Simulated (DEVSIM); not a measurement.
System: illuminated Si n-on-p cell, one wavelength, at 250 K.

| layer (left to right) | material | thickness (μm) | Nd (cm⁻³) | Na (cm⁻³) | τn (s) | τp (s) | absorption coefficient (cm⁻¹) |
|---|---|---|---|---|---|---|---|
| 1 | Si | 0.100 | 4.6e18 | - | 0.00011 | 3.4e-5 | 5900 |
| 2 | Si | 100 | - | 1.9e16 | 0.00017 | 0.00017 | 5900 |

Left contact: ohmic, minority hole recombination velocity 4000 cm/s. Right contact: ohmic, minority electron recombination velocity 30000 cm/s. Voltage is applied to the left contact. Recombination: SRH at mid-gap, radiative, Auger. Gap narrowing is on: ΔEg = 6.92 meV × (l + √(l² + 0.5)), l = ln(N/1.3e17 cm⁻³), shared equally by both band edges. Light enters at the left, 2.5e17 photons cm⁻² s⁻¹, one pass, no reflection. Mobility is μmin + (μ − μmin)/(1 + (N/Nref)^α).

The device is made up for the run: typed textbook-type constants, with dimensions and the other settings drawn at random. Values at 300 K; Nc and Nv go as T^1.5, mobilities as T to minus their exponent, the gap by Varshni's rule with the affinity fixed.

```
parameter               Si
----------------  --------
gap (eV)             1.124
affinity (eV)         4.05
permittivity          11.7
Nc (cm⁻³)          2.86e19
Nv (cm⁻³)           3.1e19
μn (cm²/Vs)           1417
μp (cm²/Vs)            470
μn,min                  52
μp,min                  45
Nref,n              9.7e16
Nref,p              2.2e17
αn                    0.68
αp                    0.72
T exponent of μn       2.3
T exponent of μp       2.2
B (cm³/s)          4.7e-15
Cn (cm⁶/s)         2.8e-31
Cp (cm⁶/s)         9.9e-32
Varshni α (eV/K)  0.000473
Varshni β (K)          636
```

Simulated with DEVSIM: 1D drift-diffusion, Boltzmann statistics, complete ionisation; no tunnelling, impact ionisation, image-force lowering or self-heating.

Base results: potential step across the device at zero bias (V) 0.924; short-circuit current (mA/cm²) 39.5; largest power (mW/cm²) 24.4; share of generated pairs collected at short circuit 0.987.

Problem. What follows from this one change: recombination velocity at the left contact 4000 → 1e+06 cm/s?

Solution. potential step across the device at zero bias little changed (0.924 V); short-circuit current 39.5 → 38.6 mA/cm²; largest power 24.4 → 22.9 mW/cm²; share of generated pairs collected at short circuit 0.987 → 0.964.

Problem. What follows from this one change: photon flux 2.5e+17 → 2.5e+18 cm^-2 s^-1?

Solution. potential step across the device at zero bias little changed (0.924 V); short-circuit current 39.5 → 396 mA/cm²; largest power 24.4 → 262 mW/cm²; share of generated pairs collected at short circuit little changed (0.987).

Problem. What follows from this one change: temperature 250 → 500 K?

Solution. potential step across the device at zero bias 0.924 → 0.577 V; short-circuit current little changed (39.5 mA/cm²); largest power 24.4 → 3.08 mW/cm²; share of generated pairs collected at short circuit little changed (0.985).
